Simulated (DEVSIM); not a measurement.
**illuminated Si n-on-p cell, one wavelength, with a back-surface field**

Device: illuminated Si n-on-p cell, one wavelength, with a back-surface field, at 350 K.

| layer (left to right) | material | thickness (μm) | Nd (cm⁻³) | Na (cm⁻³) | τn (s) | τp (s) | absorption coefficient (cm⁻¹) |
|---|---|---|---|---|---|---|---|
| 1 | Si | 0.0820 | 5.7e17 | - | 1.3e-6 | 2.4e-7 | 84000 |
| 2 | Si | 280 | - | 3.7e16 | 1.1e-5 | 1.1e-5 | 84000 |
| 3 | Si | 0.440 | - | 2.5e18 | 1.1e-5 | 1.1e-5 | 84000 |

Left contact: ohmic, minority hole recombination velocity 9e6 cm/s. Right contact: ohmic, minority electron recombination velocity 40000 cm/s. Voltage is applied to the left contact. Recombination: SRH at mid-gap, radiative, Auger. Light enters at the left, 1.7e18 photons cm⁻² s⁻¹, one pass, no reflection. Mobility is μmin + (μ − μmin)/(1 + (N/Nref)^α).

The device is made up for the run: typed textbook-type constants, with dimensions and the other settings drawn at random. Values at 300 K; Nc and Nv go as T^1.5, mobilities as T to minus their exponent, the gap by Varshni's rule with the affinity fixed.

```tsv
parameter	Si
gap (eV)	1.124
affinity (eV)	4.05
permittivity	11.7
Nc (cm⁻³)	2.86e19
Nv (cm⁻³)	3.1e19
μn (cm²/Vs)	1417
μp (cm²/Vs)	470
μn,min	52
μp,min	45
Nref,n	9.7e16
Nref,p	2.2e17
αn	0.68
αp	0.72
T exponent of μn	2.3
T exponent of μp	2.2
B (cm³/s)	4.7e-15
Cn (cm⁶/s)	2.8e-31
Cp (cm⁶/s)	9.9e-32
Varshni α (eV/K)	0.000473
Varshni β (K)	636
```

Simulated with DEVSIM: 1D drift-diffusion, Boltzmann statistics, complete ionisation; no tunnelling, impact ionisation, image-force lowering or self-heating.

```yaml
potential_step_across_the_device_at_zero_bias: 0.903 V
Dark forward voltage at 1 A/cm²: 0.549 V
Dark forward voltage at 100 A/cm²: 1.487 V
short_circuit_current: 208 mA/cm²
open_circuit_voltage: 0.484 V
fill_factor: 0.76
largest_power: 76.6 mW/cm²
share_of_generated_pairs_collected_at_short_circuit: 0.765
```

Current under light (generator sign):

```json
[
 {"V (V)": "0.00", "J (mA/cm²)": "208"},
 {"V (V)": "0.06", "J (mA/cm²)": "208"},
 {"V (V)": "0.12", "J (mA/cm²)": "208"},
 {"V (V)": "0.20", "J (mA/cm²)": "207"},
 {"V (V)": "0.26", "J (mA/cm²)": "207"},
 {"V (V)": "0.34", "J (mA/cm²)": "204"},
 {"V (V)": "0.36", "J (mA/cm²)": "202"},
 {"V (V)": "0.38", "J (mA/cm²)": "199"},
 {"V (V)": "0.40", "J (mA/cm²)": "191"},
 {"V (V)": "0.42", "J (mA/cm²)": "178"},
 {"V (V)": "0.44", "J (mA/cm²)": "153"},
 {"V (V)": "0.46", "J (mA/cm²)": "106"},
 {"V (V)": "0.48", "J (mA/cm²)": "20.9"},
 {"V (V)": "0.50", "J (mA/cm²)": "-124"}
]
```

Dark forward current:

(V (V), J (A/cm²)): (-0.05, -1.1e-7); (-0.15, -3.4e-6); (-0.30, -0.00048); (-0.40, -0.013); (-0.55, -1.0); (-0.65, -4.5); (-0.75, -9.8); (-0.90, -21); (-1.00, -30); (-1.10, -41); (-1.25, -61); (-1.35, -76); (-1.50, -100); (-1.60, -120)
